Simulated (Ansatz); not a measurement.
The parent structure is Re in the hcp (Mg type) structure (space group P6_3/mmc, No. 194; a = 2.752 Å, c = 4.440 Å; relaxed with 0.1 eV smearing). Axes: x lies along a and z along c of the hexagonal cell.

Computed with Ansatz (a program for electronic structure) PBEsol, no spin-orbit coupling.

One thing is altered: an isotropic linear strain of −2.00 %, atoms relaxed at fixed cell.

Question: Predict the stress tensor and what it implies for the stiffness.

Answer: Stress of the strained cell less that of the base (GPa, compression positive):
```
   27.0     0.0     0.0
    0.0    27.0     0.0
    0.0     0.0    27.1
```

Then B = −ΔP/(ΔV/V₀) with ΔV/V₀ = -0.0588 gives secant stiffness values (nonlinear terms included at this strain): B (at held cell shape, above the free-shape value) ≈ 459 GPa.

As a check, the harmonic strain energy −½ V₀ Δσ:ε is 74 meV/atom; the computed energy rise is 68 meV/atom.

Stability against distortions was not tested. The final runs are not spin-polarised.
